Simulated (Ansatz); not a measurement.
An Ansatz (a program for electronic structure) input (PBE (Ansatz; PAW; 420 eV plane waves; no spin-orbit coupling), earlier PAW set):

Ansatz 0.2 input:
```yaml
crystal:
  lattice:
    - [1.8522909383, -7.3976337215, 0]
    - [1.8522909383, 7.3976337215, 0]
    - [0, 0, 3.6790003162]
  atoms:
    - { symbol: Si, position: [0.9468617663, 0.0531382337, 0.75] }
    - { symbol: Si, position: [0.0531382337, 0.9468617663, 0.25] }
    - { symbol: Si, position: [0.2497851146, 0.7502148854, 0.75] }
    - { symbol: Si, position: [0.7502148854, 0.2497851146, 0.25] }
    - { symbol: Zr, position: [0.6053852867, 0.3946147133, 0.75] }
    - { symbol: Zr, position: [0.3946147133, 0.6053852867, 0.25] }
basis: { ecutwfc: 420, ecutrho_ratio: 4, xc_grid: 2, fft_grid_basis: typed }
kpoints: { mp_grid: { grid: [13, 13, 13] } }
hamiltonian:
  xc: pbe
  dispersion: none
  pseudopotentials: { azcp: { folder: ./paw }, kind: paw }
scf: { occupations: { method: fermi_dirac, width: 0.05 }, convergence: { dr2_threshold: 0.0000000006 } }
output: { forces: true, stress: true }
checkpoint: { write: state.ck, write_every: 1000 }
```

Question: Which symmetry and how many k-points will the program report, and about how many plane waves at Γ?

Answer: Space group Cmcm (ITA 63) with 8 operations, k-points 343 of 2197, and 1979 plane waves at Γ.

Whether these cells are dynamically stable was not tested. All final runs are without spin polarisation. The cell is ZrSi$_{2}$ (space group Cmcm, No. 63).
